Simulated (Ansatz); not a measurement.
Take Ni in the fcc (Cu type) structure (space group Fm-3m, No. 225; a = 3.518 Å; ferromagnetic) as the base.

All numbers come from PBE (Ansatz, a quantum-chemistry and plane-wave program), no spin-orbit coupling.

Before the change:

| Item | Result |
|---|---|
| Lattice parameter a | 3.518 Å |

One thing is altered: a hydrostatic pressure of 9 GPa.

### Question
What happens to the lattice parameter a?

### Answer
The lattice parameter a falls by 0.0478 Å, from 3.518 Å to 3.471 Å.

The magnetic state is the one reached from the starting moments; the real material's order can differ, and small cells can't hold many antiferromagnetic ones. Load acts through the strain it causes; cell and atoms are relaxed under it. Stability against distortions was not tested. No other phases were tried under pressure.
